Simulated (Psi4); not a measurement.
Psi4 1.11, HF/def2-svp, scf_type pk: sulfur tetrafluoride (FS(F)(F)F), 5 atoms. The geometry is a generated start, not checked to be a minimum at this level.

* **task**: energy
* **method**: scf
* **basis**: def2-svp
* **memory**: 7 GB
* **e_convergence**: 1e-08
* **d_convergence**: 1e-07
* **guess**: auto, which took SAD (default)
* **diis_max_vecs**: 10 (default)
* **scf_initial_accelerator**: adiis (default)
* **basis functions**: 74

```xyz
5

F     -0.2651     1.3459    -0.1367
S     -0.2658    -0.2236     0.2635
F     -1.2493    -0.5214    -1.0804
F      0.7799     0.1431     1.5432
F      1.0002    -0.7441    -0.5896
```
Charge 0, spin multiplicity 1.

The reference run uses exact four-centre integrals (scf_type = pk). Single runs; times are not shown.

Measured:

```
setting                                               energy against the reference
----------------------------------------------------  ----------------------------
scf_type = cd, cholesky_tolerance = 1e-06                          +0.061 meV/atom
scf_type = cd, cholesky_tolerance = 0.0001 (default)                 −5.0 meV/atom
scf_type = cd, cholesky_tolerance = 0.001                            +4.3 meV/atom
scf_type = cd, cholesky_tolerance = 0.01                             +350 meV/atom
```

### Question
How far does the result lie from the reference with scf_type = cd, cholesky_tolerance = 1e-05?

### Answer
energy against the reference: −0.33 meV/atom. Total energies are compared; such shifts often cancel in part in energy differences.
